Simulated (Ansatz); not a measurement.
Consider InSe in the beta-GaS type structure (space group P6_3/mmc, No. 194; layered, stacked along the Cartesian z axis).

InSe is modelled in the hexagonal space group P6₃/mmc (No. 194), Pearson symbol hP8. Cell: a = 4.017 Å, b = 4.017 Å, c = 16.933 Å, α = 90.00°, β = 90.00°, γ = 120.00°. In on 4f sees 3 Se at 2.643 Å (trigonal pyramidal). Se on 4f has 3 In at 2.643 Å (trigonal pyramidal). (Neighbours: up to the widest gap in distance over summed covalent radii, below 1.35, at either atom; cation-cation and far metal-metal contacts left out.)

Level of theory: Ansatz (a first-principles code), r2SCAN+rVV10, PAW, cutoff 500 eV, without spin-orbit coupling.

Base values:

```
Quantity              Result
-------------------  -------
Band gap             0.85 eV
Smallest direct gap  0.85 eV
```

Now apply this change: a free-standing slab of 4 layers (16 atoms, 4 a layer) is cut normal to the stacking axis, with 15 Å of vacuum and the in-plane cell relaxed.

Q: What does the calculation give for the band gap after the change?

A: The band gap rises by 0.31 eV, from 0.85 eV to 1.16 eV.

Q: How does this affect the smallest direct gap?

A: The smallest direct gap increases by 0.32 eV to 1.17 eV.

Q: What does the calculation give for the excess energy per area of both faces after the change?

A: The excess energy per area of both faces (slab less bulk energy over the cell's area: twice a surface energy) comes out as 0.25 J/m².

The excess energy carries the mismatch between the slab's and the bulk's meshes. Stability against distortions was not tested.
